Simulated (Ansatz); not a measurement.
The reference is Ir in the fcc (Cu type) structure (space group Fm-3m, No. 225; a = 3.8305 Å).

Modification: cell and atoms relaxed at a pressure of 4.2 GPa.

Levels (all Ansatz, a program for electronic structure, PAW): PBEsol (420 eV, no SOC); r2SCAN (500 eV, no spin-orbit coupling).

The geometry is relaxed with PBEsol.

| Quantity | Value |
|---|---|
| PBEsol pressure | 4.2 GPa |

How does going to r2SCAN change the pressure?

The pressure grows by 4.4 GPa (4.2 GPa → 8.6 GPa).

Single points use the geometry relaxed with PBEsol. Their cutoffs differ, which shifts pressures a little. Load acts through the strain it causes; cell and atoms are relaxed under it. Stability against distortions was not tested. All final runs are without spin polarisation.
